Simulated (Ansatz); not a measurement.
We consider Sm (R-3m, No. 166), described by PBEsol (plane waves, PAW; Ansatz, a program for electronic structure).

Run with plane-wave cutoff 520 eV, 18×18×18 k mesh, Fermi–Dirac smearing 0.05 eV, spin-polarised with parallel moments, scalar-relativistic PAW data made under PBE.

The volume scan:

| V (Å³/atom) | E − E_lowest (meV/atom) | P (GPa) |
|---|---|---|
| 33.528 | 3.29 | 0.758 |
| 34.227 | 0.83 | 0.373 |
| 34.925 | 0.00 | 0.009 |
| 35.624 | 0.71 | -0.333 |
| 36.322 | 2.88 | -0.654 |

Q: Estimate the bulk modulus and its pressure derivative from these points.

A: V0 = 34.944 Å³/atom, B0 = 17.6 GPa, B′ = 2.0 (fit to the energies at full precision).

Shape and atoms are relaxed at each volume.

Note: the magnetic order was assumed, not searched for or taken from measurement; the 4f shell is treated without U or exact exchange, so its levels and filling can be wrong; the volume lies 5 % above that of the published cell; the bulk modulus comes from volumes at which shape and atoms were relaxed.

Spin–orbit coupling is not included.

Computed values are for the static lattice.

Computing time: around 2.4 core-hours (rough).
